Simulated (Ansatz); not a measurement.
Base system: Nb2O5 (space group C2, No. 5; a cell from a computed database, its experimental status unchecked).

```xyz
7
Lattice="2.9802 -2.5447 0.0000 2.9802 2.5447 0.0000 -2.6725 0.0000 5.0826" Properties=species:S:1:pos:R:3 pbc="T T T"
Nb     2.9301     0.2167     3.5955
Nb     0.3577     0.2167     1.4871
O      1.6439    -1.1346     2.5413
O      0.8106     1.0672     3.3083
O      2.4773     1.0672     1.7743
O     -1.5075     0.3318     4.8772
O      4.7954     0.3318     0.2054
```

Levels (all Ansatz, a quantum-chemistry and plane-wave program, PAW): PBEsol (420 eV, without spin-orbit coupling); r2SCAN (500 eV, scalar-relativistic without spin-orbit coupling); HSE06 (420 eV, scalar-relativistic without spin-orbit coupling).

At the geometry relaxed with PBEsol, these levels gave the following band gaps, in shuffled order: (a) 1.89 eV, (b) 2.27 eV, (c) 3.24 eV.

**Question.** Match each gap to its level.

**Answer.** (a) PBEsol; (b) r2SCAN; (c) HSE06.

Single points use the geometry relaxed with PBEsol. The hybrid gap comes from the SCF mesh plus the semilocal run's edge points and a few special points and is an upper bound. Whether these cells are dynamically stable was not tested.
